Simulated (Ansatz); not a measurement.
Results of r²SCAN (Ansatz, a quantum-chemistry and plane-wave program, PAW) for SiO2 (model structure, started from the 3R-MoS2 type, R3m, No. 160, 3 atoms in the cell).

Settings: plane-wave cutoff 560 eV, 16×16×16 k mesh, Fermi–Dirac smearing 0.01 eV, scalar-relativistic PAW data made under PBE.

Computed at the level's own relaxed cell.

```xyz
3
Lattice="1.2998 0.7504 5.1439 -1.2998 0.7504 5.1439 0.0000 -1.5008 5.1439" Properties=species:S:1:pos:R:3 pbc="T T T"
Si     0.0000     0.0000    -0.0002
O      0.0000     0.0000    11.3575
O      0.0000     0.0000     9.2178
```

List the 10 lowest band energies at Γ above −25 eV (eV, relative to the valence band maximum), grouping those that round alike.

At Γ: -23.03, -19.61, -7.08, -2.25 (×2), -0.72 (×2), -0.70, 4.01, 10.48.

Note: the relaxation could raise the start's symmetry but not lower it, so the cell can be a saddle point; the cell has widely spaced layers and the level no dispersion term, so their spacing and the moduli can rest on weak binding.

A model structure was made by putting elements into a prototype or built by hand; it is no filed structure, need not be a known phase, and can be a saddle point held by its symmetry.
